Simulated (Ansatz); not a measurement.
For GaAl3As4 (model structure, P-4m2, No. 115, 8 atoms in the cell), LDA (PAW; Ansatz, a first-principles code) gives:

| Property | Value |
|---|---|
| lattice parameter a | 3.977 Å |
| lattice parameter c | 11.239 Å |
| bulk modulus B0 | 75.4 GPa |
| cohesive energy | 4.36 eV/atom |
| band gap | 1.31 eV |

What does r²SCAN (Ansatz, plane waves, PAW) give for the same quantities?


- lattice constant a: 4.014 Å (rises by 0.9 %)
- lattice parameter c: 11.345 Å (grows by 0.9 %)
- bulk modulus: 75.1 GPa (decreases by 0.4 %)
- cohesive energy: 3.72 eV/atom (decreases by 0.64 eV/atom)
- band gap: 1.79 eV (increases by 0.48 eV)

Changes are worked out from the printed values.

Unless a cell is named, each level is at its own relaxed cell (LDA 22.22, r²SCAN 22.85 Å³/atom).

Spin–orbit coupling is included only where a level's name says +SOC; with heavier elements it mostly lowers gaps and can invert bands. Density-functional gaps are differences of (generalised) Kohn–Sham levels.

Caveats: the bulk modulus is −V dP/dV from two relaxed cells at ±2 % in volume (LDA, r²SCAN). Ansatz's density-functional and Hartree–Fock values are scalar-relativistic unless marked +SOC, with PAW data made under PBE.

A model structure was made by putting elements into a prototype or built by hand; it is no filed structure, need not be a known phase, and can be a saddle point held by its symmetry.
